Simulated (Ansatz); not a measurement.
Ga vacancy + O vacancy (V_Ga+V_O) in beta Ga2O3 (start: the Ga(2) site; O(2) 1.97 Å away; 120-site cell, 2×2×2 shifted sampling). Level of theory: PBE, PAW (plane waves to 420 eV; Ansatz, a quantum-chemistry and plane-wave program). Total energies of the localised charge states, counted from that of charge 0, and their image corrections (point charge with alignment); the host's valence-band maximum lies at 7.561 eV on the cells' energy zero and its gap is 2.01 eV.

```csv
charge,moment (μB),E − E(first) (eV),correction (eV)
0,1.0,0.000,0.000
−1,not spin-polarised,7.741,0.432
```

### Question
Derive the transition levels above the valence-band maximum and say which of them are thermodynamic.

### Answer
A level is the Fermi energy at which two charges have equal formation energy: ε(q/q′) = [E(q′) + corr(q′) − E(q) − corr(q)] / (q − q′) − E_VBM.
ε(0/−1) = [(7.741 + 0.432) − (0.000 + 0.000)] / 1 − 7.561 = 0.61 eV
Thermodynamic levels at least 0.1 eV inside the gap: (0/−1) at 0.61 eV. They hold to tenths of an eV in this cell. Charges with a result: +1, 0, −1. Others weren't obtained, and one of them could lie lower, also by skipping a charge. Charge +1 has its level within 0.1 eV of a band edge or past it. The geometries come from one start. Flagged in the runs: a host whose relaxation on this sampling wasn't shown to rest.
